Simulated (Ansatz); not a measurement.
System: CsCl-type PdIn. Method: r²SCAN (Ansatz, a quantum-chemistry and plane-wave program, plane waves, PAW).

Run with plane-wave cutoff 560 eV, 18×18×18 k mesh, Fermi–Dirac smearing 0.05 eV, scalar-relativistic PAW data made under PBE.

Computed points:

| V (Å³/atom) | E − E_lowest (meV/atom) | P (GPa) |
|---|---|---|
| 16.394 | 29.58 | 9.70 |
| 16.743 | 12.53 | 6.04 |
| 17.092 | 2.97 | 2.81 |
| 17.441 | 0.00 | -0.03 |
| 17.789 | 2.83 | -2.52 |
| 18.138 | 10.74 | -4.69 |
| 18.487 | 23.05 | -6.57 |

Fit the third-order Birch–Murnaghan equation and give B0 and B′.

V0 = 17.437 Å³/atom, B0 = 133 GPa, B′ = 5.6 (fit to the energies at full precision).

Spin–orbit coupling is not included.

The computed numbers hold no vibrational or temperature effects.
